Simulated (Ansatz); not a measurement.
# ZnS: response to strain

Start from ZnS in the wurtzite structure (space group P6_3mc, No. 186; a = 3.845 Å, c = 6.305 Å). Axes: x lies along a and z along c of the hexagonal cell.

Strains are applied to the cell and any free atomic positions relax.

Computed with plane-wave PAW DFT at the PBE level (Ansatz, an electronic-structure program, 420 eV), scalar-relativistic without spin-orbit coupling.

Candidates:
(a) uniaxial strain ε_zz = +1.20 %
(b) uniaxial strain ε_zz = +1.80 %
(c) uniaxial strain ε_zz = +2.40 %
(d) uniaxial strain ε_zz = +3.00 %

For the base:

The band gap comes out as 2.08 eV.

### Question
Order them by band gap, lowest first.

### Answer
(d) uniaxial strain ε_zz = +3.00 % (1.86 eV), (c) uniaxial strain ε_zz = +2.40 % (1.90 eV), (b) uniaxial strain ε_zz = +1.80 % (1.95 eV), (a) uniaxial strain ε_zz = +1.20 % (1.99 eV)

Stability against distortions was not tested.
